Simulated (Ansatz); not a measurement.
Start from ZnCu in the CsCl type structure (space group Pm-3m, No. 221; relaxed with 0.1 eV smearing).

```cif
data_CuZn
_chemical_formula_sum 'Zn1 Cu1'
_space_group_name_H-M_alt 'Pm-3m'
_space_group_IT_number 221
_space_group_name_Hall '-P 4 2 3'
_cell_length_a 2.90849
_cell_length_b 2.90849
_cell_length_c 2.90849
_cell_angle_alpha 90.000
_cell_angle_beta 90.000
_cell_angle_gamma 90.000
loop_
_atom_site_label
_atom_site_type_symbol
_atom_site_symmetry_multiplicity
_atom_site_Wyckoff_symbol
_atom_site_fract_x
_atom_site_fract_y
_atom_site_fract_z
_atom_site_occupancy
Zn1 Zn 1 b 0.50000 0.50000 0.50000 1
Cu1 Cu 1 a 0.00000 0.00000 0.00000 1
```

Calculations: PBEsol/PAW in Ansatz (a quantum-chemistry and plane-wave program), scalar-relativistic without spin-orbit coupling.

For the base:

| Item | Result |
|---|---|
| Pressure | 0.0 GPa |

Modification: an isotropic linear strain of +3.00 %; the atoms relax in the strained cell.

Question: What happens to the pressure?

Answer: The pressure goes from zero to -9.7 GPa.

Question: Estimate the effect on the energy relative to the base.

Answer: The energy rises by 38 meV/atom.

Stability against distortions was not tested. All final runs are without spin polarisation.
